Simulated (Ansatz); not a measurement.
## Short convergence ladders for TiHg (P4mm, 2 atoms in the cell)

```
CELL_PARAMETERS angstrom
      3.02460     0.00000     0.00000
      0.00000     3.02460     0.00000
      0.00000     0.00000     4.11345
ATOMIC_POSITIONS crystal
  Ti 0.50000 0.50000 0.51216
  Hg 0.00000 0.00000 0.00000
```
Moments meant for the start (each program seeds them in its own way; μB, in the order of the atoms Ti Hg): 1.0 0.0.

Base method: PBEsol, default PAW files made with PBE (plane waves; Ansatz, a quantum-chemistry and plane-wave program).

Base settings: basis.ecutwfc = 420 eV; kpoints.mp_grid.grid = 11 11 8; hamiltonian.xc = pbesol; hamiltonian.pseudopotentials = {kind: paw} (the program's default PAW files); magnetization.spin_polarized = true; scf.occupations.method = fermi_dirac; scf.occupations.width = 0.1 eV.

The count of work is k-points × plane waves × bands × iterations; it is no time. Core times come from one kind of shared machine, to one figure; runs under 30 s give none.

**The k-point mesh at a smearing width of 0.02 eV**

In this ladder: scf.occupations.width = 0.02 eV.

Only quantities that move along the ladder and can be compared are tabulated.

At this width the smearing has changed the magnetic state: the net moment ends at 0.37 against 0.22 μB/atom in the base run.

The magnetic state is not the same in all runs (site moments differ, or a search went on to a lower state), so steps between rows are not convergence errors alone.

| kpoints.mp_grid.grid | free energy less the last step's (meV/atom) | pressure (GPa) | largest difference of a force vector from the last step's (eV/Å) | net moment (μB/atom) | count of work / last |
|---|---|---|---|---|---|
| 4 4 3 | -10.20 | -5.93 | 0.023 | 0.079 | 0.011 |
| 5 5 4 | -13.78 | -5.81 | 0.042 | 0.099 | 0.018 |
| 6 6 4 | 18.21 | -5.26 | 0.005 | 0.224 | 0.029 |
| 7 7 5 | -4.27 | -4.93 | 0.016 | 0.493 | 0.027 |
| 8 8 6 | -9.03 | -5.20 | 0.008 | 0.360 | 0.049 |
| 12 12 9 | 0.06 | -4.87 | 0.006 | 0.416 | 0.16 |
| 17 17 13 | -0.77 | -4.96 | 0.003 | 0.402 | 0.32 |
| 26 26 19 | 0.00 | -5.08 | 0.000 | 0.372 | 1.0 |

Coarsest kpoints.mp_grid.grid that holds the net moment within 0.05 μB/atom: not settled: the last two steps still differ by 0.031 μB/atom, over half the tolerance, so the ladder does not show it.

**The width of Gaussian smearing**

In this ladder: kpoints.mp_grid.grid = 18 18 13; scf.occupations.method = gaussian.

Narrow widths need finer meshes than wide ones, so the last steps can hold mesh noise.

Only quantities that move along the ladder and can be compared are tabulated; pressure and forces are left out, as mesh noise rules them at narrow widths.

The magnetic state is not the same in all runs (site moments differ, or a search went on to a lower state), so steps between rows are not convergence errors alone.

```csv
scf.occupations.width,free energy less the last step's (meV/atom),energy extrapolated to zero width less the last step's (meV/atom),net moment (μB/atom),core time / last (rough)
1 eV,-277.56,-15.19,0.000,0.7
0.5 eV,-72.55,-1.51,0.000,0.8
0.3 eV,-23.38,1.81,0.176,1.0
0.2 eV,-8.41,0.48,0.308,1.0
0.1 eV,0.00,0.00,0.371,1
```

Widest scf.occupations.width that holds the energy extrapolated to zero width within 1 meV/atom of the last step, with all finer ones: 0.2 eV; the step before is off by 1.8 meV/atom.

Widest scf.occupations.width that holds the free energy within 5 meV/atom: not settled: the last two steps still differ by 8.4 meV/atom, over half the tolerance, so the ladder does not show it.

Widest scf.occupations.width that holds the net moment within 0.05 μB/atom: not settled: the last two steps still differ by 0.064 μB/atom, over half the tolerance, so the ladder does not show it.

**The SCF threshold**

The mesh stays at the base's, so the ladder's end is converged at best in this setting alone.

Only quantities that move along the ladder and can be compared are tabulated.

| scf.convergence.dr2_threshold | pressure (GPa) | net moment (μB/atom) | count of work / last |
|---|---|---|---|
| 0.1 eV | -5.56 | 0.136 | 0.41 |
| 0.01 eV | -5.41 | 0.190 | 0.53 |
| 0.001 eV | -5.38 | 0.219 | 0.65 |
| 1e-05 eV | -5.37 | 0.219 | 0.71 |
| 1e-07 eV | -5.38 | 0.219 | 0.88 |
| 1e-10 eV | -5.38 | 0.219 | 0.94 |
| 1e-12 eV | -5.38 | 0.219 | 1.0 |

Coarsest scf.convergence.dr2_threshold that holds the pressure within 0.1 GPa of the last step, with all finer ones: 0.01 eV; the step before is off by 0.18 GPa.

Coarsest scf.convergence.dr2_threshold that holds the net moment within 0.05 μB/atom of the last step, with all finer ones: 0.01 eV; the step before is off by 0.082 μB/atom.

On the base run: the starting cell comes from a database of computed structures (which also holds hypothetical and non-ambient phases and stackings), without a prior relaxation at this level. Its lattice was rescaled by up to half a per cent. One atom was moved a little off its site on purpose. With one magnetic atom in the cell only a parallel order is possible. In the base run, with a pressure of about -5 GPa the cell is away from its equilibrium volume at this level. Ansatz's pressure includes its estimate of the finite-basis (Pulay) stress.

Left out of this page: 2 runs of the series outside the window shown, repeating another row's setting, or not comparable.

Keys are those of Ansatz 0.2.
